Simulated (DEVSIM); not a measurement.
Structure: abrupt Si n-p junction, at 400 K.

```csv
layer (left to right),material,thickness (μm),Nd (cm⁻³),Na (cm⁻³),τn (s),τp (s)
1,Si,0.430,1.9e17,-,5.6e-5,5.6e-5
2,Si,150,-,1.2e15,5.6e-5,5.6e-5
```

Left contact: ohmic. Right contact: ohmic. Voltage is applied to the left contact. Recombination: SRH at mid-gap, radiative, Auger. Mobility is constant in doping.

Constants are typed, rounded textbook-type inputs, not results; the design itself was drawn at random and stands for no fabricated device. Values at 300 K; Nc and Nv go as T^1.5, mobilities as T to minus their exponent, the gap by Varshni's rule with the affinity fixed.

| parameter | Si |
|---|---|
| gap (eV) | 1.124 |
| affinity (eV) | 4.05 |
| permittivity | 11.7 |
| Nc (cm⁻³) | 2.86e19 |
| Nv (cm⁻³) | 3.1e19 |
| μn (cm²/Vs) | 1417 |
| μp (cm²/Vs) | 470 |
| T exponent of μn | 2.3 |
| T exponent of μp | 2.2 |
| B (cm³/s) | 4.7e-15 |
| Cn (cm⁶/s) | 2.8e-31 |
| Cp (cm⁶/s) | 9.9e-32 |
| Varshni α (eV/K) | 0.000473 |
| Varshni β (K) | 636 |

Model (solved in DEVSIM): 1D drift-diffusion, Boltzmann statistics, complete ionisation; no tunnelling, impact ionisation, image-force lowering or self-heating.

The thickness of layer 1 was swept, all else fixed.

| thickness of layer 1 (μm) | dark forward voltage at 1 A/cm² (V) |
|---|---|
| 0.086 | 0.485 |
| 0.15 | 0.474 |
| 0.26 | 0.465 |
| 0.43 | 0.458 |
| 0.73 | 0.452 |
| 1.3 | 0.447 |
| 2.1 | 0.444 |

From the first row to the last the dark forward voltage at 1 A/cm² goes from 0.485 to 0.444.
